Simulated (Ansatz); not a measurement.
The reference is BAs in the zinc blende structure (space group F-43m, No. 216).

```yaml
crystal:
  lattice:
    - [0.00000, 2.36609, 2.36609]
    - [2.36609, 0.00000, 2.36609]
    - [2.36609, 2.36609, 0.00000]
  atoms:
    - { symbol: B, position: [0.00000, 0.00000, 0.00000] }
    - { symbol: As, position: [0.25000, 0.25000, 0.25000] }
```

Cartesian axes are those of the cell as printed.

Calculations: LDA/PAW in Ansatz (a quantum-chemistry and plane-wave program), scalar-relativistic without spin-orbit coupling.

Strains are applied to the cell and any free atomic positions relax; under biaxial strain the out-of-plane vector relaxes too.

One change was made to it. Results:

```json
[
 {"quantity": "energy relative to the base (free energy F)", "base": "0 meV/atom", "after": "+5.9 meV/atom"},
 {"quantity": "valence-band top at Γ (three highest levels, from the VBM)", "base": "0.00, 0.00, 0.00 eV", "after": "0.00, -0.22, -0.22 eV"}
]
```

### Question
What was done to the base?
A) biaxial strain −3.00 %, plane normal [001], relaxed out of plane
B) biaxial strain +1.50 %, plane normal [001], relaxed out of plane
C) biaxial strain +0.50 %, plane normal [001], relaxed out of plane

### Answer
B, biaxial strain +1.50 %, plane normal [001], relaxed out of plane. For comparison, the energy relative to the base in the other runs: biaxial strain +0.50 %, plane normal [001], relaxed out of plane gives +0.7 meV/atom; biaxial strain −3.00 %, plane normal [001], relaxed out of plane gives +26 meV/atom.

The levels and masses belong to the bands next to the band gap. Whether these cells are dynamically stable was not tested.
